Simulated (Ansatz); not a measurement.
Abridged Ansatz (a program for electronic structure) output:

```
Relaxation: its limit of steps is 50 (relax.max_steps)
Pseudopotential: Be, paw, valence charge 2
Crystal: 2 atoms, lattice volume = 16.406 Å³
Basis set: ecut = 420 eV, 311 PW (Γ), exchange–correlation on 32×32×48 points (8 copies of the dense FFT grid, shifted against one another)
Bands: 6, of which v1, the nominal top of the filled ones, is band 2 counted from 1 (1 counted from 0)
Symmetry: 24 space group operations
k-points: 765 of 13456
Functional: x = pbe(κ = 0.804, μ = 0.2195149727645171), c = pbe(β = 0.06672455060314922)
SCF iter   1: F=—  HF=-185.508794 eV  |F-HF|=—  |Δ(HF+E_count)|=         —  Δρ=9.22e-4  dr2=9.06e-5  ethr=1.77e-3  ⟨swp⟩=5.4  Hψ=39889  notcnv=0
SCF iter   2: F=—  HF=-185.508863 eV  |F-HF|=—  |Δ(HF+E_count)|=   6.89e-5  Δρ=5.72e-4  dr2=3.66e-5  ethr=2.27e-6  ⟨swp⟩=1.4  Hψ=11044  notcnv=0
SCF 1 converged in 6 iterations: F = -185.508847 eV  dr2 = 4.98e-14
relax step   1: F+E_penalty+E_count = -185.50884715 eV  Δ(F+E_penalty+E_count) = +0.000e0 eV  max|allowed force component| = 2.961e-16 eV/Å  Δτ_max = 0.0000 Å  P = -3.723 GPa  Ω = 16.406 Å³  fix = [a, b, gamma]  reactions: a -7.415, b -7.415 GPa  (6 SCF iters, dr2 threshold 1.00e-7 eV, accepted)
[... steps on the carried basis left out ...]
relax step   4: F+E_penalty+E_count = -185.51077694 eV  Δ(F+E_penalty+E_count) = +1.457e-7 eV  max|allowed force component| = 3.701e-16 eV/Å  Δτ_max = 0.0000 Å  P = -5.050 GPa  Ω = 16.580 Å³  energy of the carried Pulay correction = -4.385e-5 eV  fix = [a, b, gamma]  reactions: a -7.576, b -7.576 GPa  (2 SCF iters, dr2 threshold 5.47e-10 eV, accepted)
Crystal: 2 atoms, lattice volume = 16.580 Å³
SCF iter   1: F=—  HF=-185.510749 eV  |F-HF|=—  |Δ(HF+E_count)|=         —  Δρ=1.39e-5  dr2=4.38e-9  ethr=1.24e-9  ⟨swp⟩=3.1  Hψ=53801  notcnv=0
SCF iter   2: F=—  HF=-185.510826 eV  |F-HF|=—  |Δ(HF+E_count)|=   7.70e-5  Δρ=6.38e-6  dr2=7.51e-10  ethr=1.10e-10  ⟨swp⟩=2.0  Hψ=6183  notcnv=0
SCF 5 converged in 5 iterations: F = -185.510826 eV  dr2 = 1.19e-13
SCF converged after 5 iterations
Free energy (F): -185.510826 eV
Internal energy: -185.505737 eV  (E = F + TS)
E sigma→0 (E₀):  -185.508282 eV
Entropy (-TS):   -0.005089 eV (-2.544 meV/atom)
Fermi energy:    7.729801 eV
--- Forces (eV/Å), atoms counted from 1 ---
  atom   1  Be    -0.00000000     0.00000000     0.00000000
  atom   2  Be    -0.00000000    -0.00000000    -0.00000000
--- Stress (GPa, compression-positive) ---
       -7.572940       0.000000       0.000000
       -0.000000      -7.572940       0.000000
        0.000000       0.000000       0.009476
  P = ⅓ Tr σ = -5.0455 GPa (-50.455 kbar)
--- Relaxed structure (4 steps of the walk, 4 accepted, 1 SCFs on fresh bases) ---
  cell:  # Å, volume = 16.5801 Å³
    - [2.3193065121839016, -2.5778429158618185e-95, -2.4024603236817496e-33]
    - [1.1596532560919508, 2.0085783587139416, 3.933104304691261e-19]
    - [-3.648095367746076e-33, 6.896278490701937e-19, 3.5590974040891625]
  atoms:
    - { symbol: Be, position: [0.6666666666666667, 0.6666666666666666, 0.7499999999999999] }
    - { symbol: Be, position: [0.33333333333333337, 0.3333333333333333, 0.25] }
```

Question: What was computed, and what are the main results?

Answer: Be, 2 atoms in the cell, with PBE (Ansatz), no spin-orbit coupling. The last SCF converged to F = -185.510826 eV, or -92.7554 eV per atom, at a pressure of -5.05 GPa. The total energy compares only with runs of the same code, potentials and settings.

The cells carry an imposed strain or load. No phonon test of stability was made. The cell was made from Be in the hcp (Mg type) structure (space group P6_3/mmc, No. 194) by this change: biaxial strain +2.50 %, plane normal [001], relaxed out of plane.

Keys are those of Ansatz 0.2.
